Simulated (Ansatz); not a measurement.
CaTiO₃ (model structure, R3c, No. 161, 10 atoms in the cell), treated with PBEsol (PAW; Ansatz, an electronic-structure program).

Run with plane-wave cutoff 520 eV, 8×8×8 k mesh, Fermi–Dirac smearing 0.01 eV, no spin polarisation, scalar-relativistic PAW data made under PBE.

Cell (relaxed at this level):

```
CELL_PARAMETERS angstrom
      2.69960     1.55862     4.44182
     -2.69960     1.55862     4.44182
      0.00000    -3.11724     4.44182
ATOMIC_POSITIONS crystal
  Ca 0.27603 0.27603 0.27603
  Ca 0.77603 0.77603 0.77603
  Ti 0.01619 0.01619 0.01619
  Ti 0.51619 0.51619 0.51619
  O  0.74858 0.18301 0.32648
  O  0.32648 0.74858 0.18301
  O  0.18301 0.32648 0.74858
  O  0.82648 0.68301 0.24858
  O  0.24858 0.82648 0.68301
  O  0.68301 0.24858 0.82648
```

Question: Estimate the band gap and Γ–Γ gap that the calculation returns.

Answer: 
* **band gap**: 2.85 eV (on the SCF k mesh)
* **Γ–Γ gap**: 3.01 eV

Note: the relaxation could raise the start's symmetry but not lower it, so the cell can be a saddle point.

The computed numbers hold no vibrational or temperature effects.

A model structure was made by putting elements into a prototype or built by hand; it is no filed structure, need not be a known phase, and can be a saddle point held by its symmetry.
